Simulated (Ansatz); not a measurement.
Response to strain in RbBi2

Consider RbBi2 in the cubic Laves (MgCu2 type) structure (space group Fd-3m, No. 227; a cell from a computed database, its experimental status unchecked).

```yaml
crystal:
  lattice:
    - [0.00000, 4.75967, 4.75967]
    - [4.75967, 0.00000, 4.75967]
    - [4.75967, 4.75967, 0.00000]
  atoms:
    - { symbol: Rb, position: [0.00000, 0.00000, 0.00000] }
    - { symbol: Rb, position: [0.25000, 0.25000, 0.25000] }
    - { symbol: Bi, position: [0.12500, 0.62500, 0.62500] }
    - { symbol: Bi, position: [0.62500, 0.62500, 0.12500] }
    - { symbol: Bi, position: [0.62500, 0.12500, 0.62500] }
    - { symbol: Bi, position: [0.62500, 0.62500, 0.62500] }
```

Cartesian axes are those of the cell as printed.

Strains are applied to the cell and any free atomic positions relax.

All numbers come from PBEsol, PAW, 420 eV (Ansatz, a program for electronic structure; no SOC).

Notes on the quantities. energy relative to the base: free energy F.

```tsv
variant	pressure	energy relative to the base	shortest interatomic distance
base	0.0 GPa	0 meV/atom	3.366 Å
isotropic strain +4.42 %	-3.2 GPa	+55 meV/atom	3.514 Å
uniaxial strain ε_xx = −3.03 %	1.1 GPa	+5.3 meV/atom	3.315 Å
tensor shear ε_yz = +1.53 %	0.0 GPa	+1.4 meV/atom	3.314 Å
```

Without a gap, meshes like the base's 9×9×9 leave anisotropic stresses uncertain by several tenths of a GPa, and small strain energies with them. No phonon test of stability was made.
